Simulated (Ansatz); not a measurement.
PbSe with two functionals, isotropic strain −4.54 %

Take PbSe in the rock salt structure (space group Fm-3m, No. 225; a = 6.218 Å) as the base.

(Cell as relaxed with PBE.)

Levels (all Ansatz, a program for electronic structure, PAW, earlier PAW set): PBE (420 eV, no spin-orbit coupling); r2SCAN (500 eV, no spin-orbit coupling).

Each level relaxes its own structure.

```
base                      PBE    r2SCAN
-------------------  --------  --------
volume per atom      30.05 Å³  29.47 Å³
lattice parameter a   6.218 Å   6.178 Å
band gap              0.44 eV   0.67 eV
```

It is then changed as follows: every lattice vector is shortened by 4.54 %; the atoms relax in the strained cell.

```csv
quantity,PBE,r2SCAN
pressure,8.79 GPa,(withheld)
energy relative to the base (free energy F),+95 meV/atom,(withheld)
```

Q: What does r2SCAN give?

A: 
- pressure, r2SCAN: 9.67 GPa
- energy relative to the base (free energy F), r2SCAN: +102 meV/atom

PBE's pressure lies 0.88 GPa below r2SCAN's; PBE's energy relative to the base lies 7.6 meV/atom below r2SCAN's. Neither level is exact; r2SCAN is the comparison here, not a measurement.

Spin-orbit coupling, missing from the scalar runs, can matter with Pb. No phonon test of stability was made.
